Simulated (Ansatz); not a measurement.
The starting structures come from a database of crystals and need not be the phases stable at ambient conditions.

 Where the default PAW files enter, the runs use the earlier of Ansatz's two default sets.

Inside the gap of an insulator the Bloch states are evanescent, with a wavenumber k + iκ along the transport direction.

Data:

```yaml
crystal:
  lattice:
    - [5.72011, 0.00000, 0.00000]
    - [2.86006, 6.88584, 0.00000]
    - [2.86006, 0.00000, 2.86006]
  atoms:
    - { symbol: Rb, position: [0.64917, 0.70166, 0.00000] }
    - { symbol: Rb, position: [0.35083, 0.29834, 0.00000] }
    - { symbol: Mg, position: [0.00000, 0.00000, 0.00000] }
    - { symbol: F, position: [0.00000, 0.00000, 0.50000] }
    - { symbol: F, position: [0.50000, 0.00000, 0.50000] }
    - { symbol: F, position: [0.85498, 0.29004, 0.00000] }
    - { symbol: F, position: [0.14502, 0.70996, 0.00000] }
```

Space group of this cell: I4/mmm. The cell is taken as given.

Transport runs along the normal of the first two printed cell vectors, the (110) plane of the conventional cell.

The gap is the functional's own. No spin-orbit coupling. Mid-gap values are interpolated on the energy grid.

Task: Predict the band gap and the smallest decay constant κ at mid-gap from r2SCAN (Ansatz, a quantum-chemistry and plane-wave program).

Result: Gap 7.35 eV on a 10×10×10 mesh; κ = 0.489 1/Å, at the zone centre.
